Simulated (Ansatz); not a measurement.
Where the default PAW files enter, the runs use the earlier of Ansatz's two default sets.

Data:

```xyz
4
Lattice="3.2373 0.0000 0.0000 0.0000 5.2221 0.0000 1.6187 0.0000 2.8036" Properties=species:S:1:pos:R:3 pbc="T T T"
Zn     3.2374     2.6079     1.8691
Zn     1.6187     5.2190     0.9345
O      3.2374     0.6281     1.8691
O      1.6187     3.2391     0.9345
```

Space group of this cell: P6_3mc, wurtzite. The cell is taken as given.

Calculation: r2SCAN (plane waves, PAW; Ansatz, a quantum-chemistry and plane-wave program).

The current runs along the normal of the first two printed vectors; no spin-orbit coupling. Scaled by the factor s: all lengths (ions clamped). The meshes follow the cell: 12×6×12 and 10×6 across at s = 0.98, 10×6×10 and 10×6 across at s = 1.00, 10×6×10 and 10×6 across at s = 1.02.

| s | mean pressure (GPa) | slowest mid-gap decay constant κ (1/Å) |
|---|---|---|
| 0.98 | 9.7 | 0.136 |
| 1.00 | -0.5 | 0.127 |
| 1.02 | -8.2 | ? |

Q: Take the slope of the slowest mid-gap decay constant κ against ln s from the two given rows, extrapolate to s = 1.02, and say what the run there gives.

A: Slope = (0.136 − 0.127) / ln 0.98 = -0.445 1/Å. The line gives 0.127 + (-0.445) × ln 1.02 = 0.118 1/Å. The run gives 0.118 1/Å, as the line does.
